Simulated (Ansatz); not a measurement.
# ZnSiP$_{2}$ in the chalcopyrite structure (space group I-42d, No. 122)

Space group I-42d (No. 122); a = 5.353 Å, b = 5.353 Å, c = 10.445 Å, α = 90.00°, β = 90.00°, γ = 90.00°

| atom | site | symmetry | x | y | z |
|---|---|---|---|---|---|
| Zn | 4a | -4.. | 0.0000 | 0.0000 | 0.0000 |
| Si | 4b | -4.. | 0.0000 | 0.0000 | 0.5000 |
| P | 8d | .2. | 0.2500 | 0.2355 | 0.3750 |
(The calculation used a cell of 8 atoms; values per cell refer to that cell.)

Computed with DFT with PBEsol, PAW potentials and a 420 eV plane-wave cutoff in Ansatz (an electronic-structure program), without spin-orbit coupling. Γ-centred 9×9×9 mesh, Fermi–Dirac width 0.05 eV.

| Quantity | Result |
|---|---|
| Volume per atom | 18.71 Å³ |
| Density | 3.45 g/cm³ |
| Band gap | 1.16 eV, direct at Γ |
| Electron mass | 1.4 mₑ along c, 0.25 mₑ across |
| Hole mass | 0.16 mₑ along c, 0.37 mₑ across |
| Total energy | -1345.939 eV/atom (σ→0; compares only within this code and set-up) |

Effective masses come from finite differences of ±0.01 Å⁻¹. Whether these cells are dynamically stable was not tested.
